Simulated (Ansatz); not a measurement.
Take Si in the diamond structure (space group Fd-3m, No. 227; a = 5.402 Å) as the base. Axes: x, y, z lie along the cube axes.

Method: LDA/PAW in Ansatz (a first-principles code), spin-orbit coupling left out.

Base values:

| Property | Result |
|---|---|
| Valence-band top at Γ | 0.00, 0.00, 0.00 eV |
| Band gap | 0.45 eV |
| Smallest direct gap | 2.53 eV |

Now apply this change: uniaxial strain ε_zz = +0.50 %, all other strain components held at zero; the atoms relax in the strained cell.

Task: What does the calculation give for the valence-band top at Γ after the change?

Result: The valence-band top at Γ (three highest levels, from the VBM) goes from 0.00, 0.00, 0.00 eV to 0.00, 0.00, -0.04 eV.

Task: What happens to the band gap?

Result: The band gap drops by 0.02 eV, from 0.45 eV to 0.43 eV.

Task: What happens to the smallest direct gap?

Result: The smallest direct gap shrinks by 0.02 eV to 2.51 eV.

Whether these cells are dynamically stable was not tested.
